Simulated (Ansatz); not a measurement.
Partial pair distribution functions of a relaxed model of amorphous In$_{18}$Ga$_{18}$Zn$_{18}$O$_{72}$H$_{4}$, broadened by 0.06 Å; density 5.54 g/cm³. These are PBE, scalar-relativistic without spin-orbit coupling (plane waves to 420 eV, PAW; Ansatz, a program for electronic structure) values and carry that method's errors. The usual formal charges leave 4 electrons over, so the level spacing at the Fermi energy parts defect or band states and needn't be the band gap.

A CHGNet melt-quench gave the starting glass, which DFT then relaxed. O atoms were pushed apart under 1.9 Å during the dynamics, to hinder bonds among them. The hot cell started wider than the set density and was brought back towards it in steps. It is the lowest in DFT energy of 4 quenches. It is a model cell: composition and starting density were chosen by hand, and all elements were melted together. No dispersion term was used. Its density started from a set value of 5.60 and ended at 5.54 g/cm³. Cooling (nominally 280 K/ps over its main leg) ran many orders faster than in experiment, which tends to leave more defects and strain. A cell of this size samples the disorder only roughly. Volume and shape were free in the relaxation. On a 2×2×2 Γ-centred mesh force components of up to 0.16 eV/Å stay, since the relaxation ran on the zone centre alone.

```json
[
 {"r (Å)": "1.70", "g In-O": "0.00", "g Zn-O": "0.00", "g In-In": "0.00", "g Ga-Ga": "0.00"},
 {"r (Å)": "1.80", "g In-O": "0.00", "g Zn-O": "0.33", "g In-In": "0.00", "g Ga-Ga": "0.00"},
 {"r (Å)": "1.90", "g In-O": "0.01", "g Zn-O": "3.85", "g In-In": "0.00", "g Ga-Ga": "0.00"},
 {"r (Å)": "2.00", "g In-O": "0.86", "g Zn-O": "8.15", "g In-In": "0.00", "g Ga-Ga": "0.00"},
 {"r (Å)": "2.10", "g In-O": "5.75", "g Zn-O": "4.47", "g In-In": "0.00", "g Ga-Ga": "0.00"},
 {"r (Å)": "2.20", "g In-O": "7.49", "g Zn-O": "1.30", "g In-In": "0.00", "g Ga-Ga": "0.00"},
 {"r (Å)": "2.30", "g In-O": "3.88", "g Zn-O": "0.54", "g In-In": "0.00", "g Ga-Ga": "0.00"},
 {"r (Å)": "2.40", "g In-O": "1.09", "g Zn-O": "0.28", "g In-In": "0.00", "g Ga-Ga": "0.00"},
 {"r (Å)": "2.50", "g In-O": "0.53", "g Zn-O": "0.28", "g In-In": "0.00", "g Ga-Ga": "0.00"},
 {"r (Å)": "2.60", "g In-O": "0.30", "g Zn-O": "0.09", "g In-In": "0.00", "g Ga-Ga": "0.00"},
 {"r (Å)": "2.70", "g In-O": "0.24", "g Zn-O": "0.12", "g In-In": "0.00", "g Ga-Ga": "0.00"},
 {"r (Å)": "2.80", "g In-O": "0.19", "g Zn-O": "0.16", "g In-In": "0.00", "g Ga-Ga": "0.00"},
 {"r (Å)": "2.90", "g In-O": "0.18", "g Zn-O": "0.28", "g In-In": "0.00", "g Ga-Ga": "0.02"},
 {"r (Å)": "3.00", "g In-O": "0.18", "g Zn-O": "0.52", "g In-In": "0.00", "g Ga-Ga": "0.84"},
 {"r (Å)": "3.10", "g In-O": "0.21", "g Zn-O": "0.63", "g In-In": "0.03", "g Ga-Ga": "3.17"},
 {"r (Å)": "3.20", "g In-O": "0.17", "g Zn-O": "0.49", "g In-In": "0.54", "g Ga-Ga": "3.68"},
 {"r (Å)": "3.30", "g In-O": "0.38", "g Zn-O": "0.60", "g In-In": "2.05", "g Ga-Ga": "3.53"},
 {"r (Å)": "3.40", "g In-O": "0.52", "g Zn-O": "0.72", "g In-In": "3.26", "g Ga-Ga": "2.59"},
 {"r (Å)": "3.50", "g In-O": "0.93", "g Zn-O": "0.92", "g In-In": "2.35", "g Ga-Ga": "0.46"},
 {"r (Å)": "3.60", "g In-O": "0.76", "g Zn-O": "1.06", "g In-In": "0.82", "g Ga-Ga": "0.27"},
 {"r (Å)": "3.70", "g In-O": "0.59", "g Zn-O": "0.99", "g In-In": "2.50", "g Ga-Ga": "1.26"},
 {"r (Å)": "3.80", "g In-O": "0.88", "g Zn-O": "1.06", "g In-In": "2.85", "g Ga-Ga": "1.07"},
 {"r (Å)": "3.90", "g In-O": "0.99", "g Zn-O": "1.10", "g In-In": "2.82", "g Ga-Ga": "0.57"},
 {"r (Å)": "4.00", "g In-O": "1.13", "g Zn-O": "1.28", "g In-In": "1.52", "g Ga-Ga": "0.49"},
 {"r (Å)": "4.10", "g In-O": "1.13", "g Zn-O": "1.09", "g In-In": "0.40", "g Ga-Ga": "0.62"},
 {"r (Å)": "4.20", "g In-O": "1.17", "g Zn-O": "1.04", "g In-In": "0.28", "g Ga-Ga": "0.86"},
 {"r (Å)": "4.30", "g In-O": "1.04", "g Zn-O": "1.31", "g In-In": "0.74", "g Ga-Ga": "0.68"},
 {"r (Å)": "4.40", "g In-O": "1.00", "g Zn-O": "1.23", "g In-In": "0.91", "g Ga-Ga": "0.50"},
 {"r (Å)": "4.50", "g In-O": "1.18", "g Zn-O": "1.54", "g In-In": "0.40", "g Ga-Ga": "0.89"},
 {"r (Å)": "4.60", "g In-O": "1.17", "g Zn-O": "1.41", "g In-In": "0.04", "g Ga-Ga": "0.43"},
 {"r (Å)": "4.70", "g In-O": "1.36", "g Zn-O": "1.29", "g In-In": "0.03", "g Ga-Ga": "0.65"},
 {"r (Å)": "4.80", "g In-O": "1.52", "g Zn-O": "1.10", "g In-In": "0.36", "g Ga-Ga": "0.88"},
 {"r (Å)": "4.90", "g In-O": "1.45", "g Zn-O": "1.48", "g In-In": "0.59", "g Ga-Ga": "0.40"},
 {"r (Å)": "5.00", "g In-O": "1.35", "g Zn-O": "1.26", "g In-In": "0.38", "g Ga-Ga": "0.49"},
 {"r (Å)": "5.10", "g In-O": "1.67", "g Zn-O": "0.96", "g In-In": "0.62", "g Ga-Ga": "0.67"},
 {"r (Å)": "5.20", "g In-O": "1.50", "g Zn-O": "1.03", "g In-In": "0.55", "g Ga-Ga": "0.93"},
 {"r (Å)": "5.30", "g In-O": "1.15", "g Zn-O": "0.80", "g In-In": "0.96", "g Ga-Ga": "1.09"},
 {"r (Å)": "5.40", "g In-O": "0.92", "g Zn-O": "0.80", "g In-In": "0.98", "g Ga-Ga": "1.01"},
 {"r (Å)": "5.50", "g In-O": "0.75", "g Zn-O": "0.88", "g In-In": "1.70", "g Ga-Ga": "1.42"},
 {"r (Å)": "5.60", "g In-O": "0.64", "g Zn-O": "0.63", "g In-In": "1.54", "g Ga-Ga": "1.64"},
 {"r (Å)": "5.70", "g In-O": "0.75", "g Zn-O": "0.72", "g In-In": "1.20", "g Ga-Ga": "1.36"},
 {"r (Å)": "5.80", "g In-O": "0.74", "g Zn-O": "0.81", "g In-In": "0.84", "g Ga-Ga": "0.82"}
]
```

Within 2.80 Å each In has 5.33 O neighbours on average.
